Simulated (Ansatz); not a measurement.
Cost and result by functional for the adsorption energy of CO on the 1x1 (100) surface of monoclinic HfO2 (cut with top plane 2 O), one in a 1x1 cell, started at the site 'top O', in Ansatz (plane waves, PAW). Single points on the PBE structure, on one kind of machine; costs are rough ratios of the slab run's core time (references not counted) to the cheapest single point. r2SCAN's cost holds its higher cutoff (500 against 420 eV). Differences are taken against HSE06 for comparison alone: no measured value is at hand, so the table doesn't rank accuracy. HSE06 ran on a coarser k-mesh, which lowers its cost and may carry part of its shift.

Host crystal: monoclinic HfO2, with a band gap (PBE, scalar-relativistic without spin-orbit coupling).

Set-up: 26 atoms, 9.3 Å thick at the start under the adsorbate (thin: gaps and levels are the slab's own); mesh 4x4x1; 0.01 eV smearing; dipole correction on; 12 atoms held, the rest relaxed; no symmetry held; no spin, no spin-orbit, no U, no dispersion correction. At the end it is bonded to Hf. In PBE it is, or lies within 0.03 eV of, the lowest of the starts that converged. These notes are the PBE run's. Adsorption energies are against CO(g). A negative adsorption energy means that the adsorbate is more stable on the surface than in its reference.

```
functional                     relative cost  adsorption energy (eV)  less HSE06 (eV)
-----------------------------  -------------  ----------------------  ---------------
RPBE                                       1                   -0.33             0.19
r2SCAN                                     1                   -0.66            -0.14
HSE06                                     10                   -0.52             0.00
PBE (the relaxed run's value)              –                   -0.54            -0.02
```

The values span 0.33 eV, while the single points' costs differ by a factor of roughly 10. Differences are of unrounded values.

Ansatz is a quantum-chemistry and plane-wave program.
